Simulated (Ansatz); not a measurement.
Start from CdTe in the zinc blende structure (space group F-43m, No. 216).

```xyz
2
Lattice="0.0000 3.2790 3.2790 3.2790 0.0000 3.2790 3.2790 3.2790 0.0000" Properties=species:S:1:pos:R:3 pbc="T T T"
Te     4.9186     4.9186     4.9186
Cd     0.0000     0.0000     0.0000
```

Cartesian axes are those of the cell as printed.

Calculations: plane-wave PAW DFT at the r2SCAN level (Ansatz, a program for electronic structure, 500 eV), no SOC, earlier PAW set.

Strains are applied to the cell and any free atomic positions relax; under biaxial strain the out-of-plane vector relaxes too; under stress the whole cell relaxes.

One change was made to it. Results:

```tsv
quantity	base	after
shortest interatomic distance	284.0 pm	283.3 pm
valence-band top at Γ (three highest levels, from the VBM)	0.00, 0.00, 0.00 eV	0.00, -0.02, -0.02 eV
gap character	direct at Γ	direct at Γ
```

Task: Which change produced these results?
A) biaxial strain −4.00 %, plane normal [111], relaxed out of plane
B) uniaxial stress, 1 GPa tension along z
C) uniaxial strain ε_xx = −0.70 %

Result: C, uniaxial strain ε_xx = −0.70 %. For comparison, the valence-band top at Γ in the other runs: uniaxial stress, 1 GPa tension along z gives 0.00, 0.00, -0.19 eV; biaxial strain −4.00 %, plane normal [111], relaxed out of plane gives 0.00, 0.00, -0.49 eV.

Spin-orbit coupling, missing from the scalar runs, can matter with Te. Beyond what the load breaks, stability against distortions was not tested. Labels are those of the standard path for the cell's own space group.
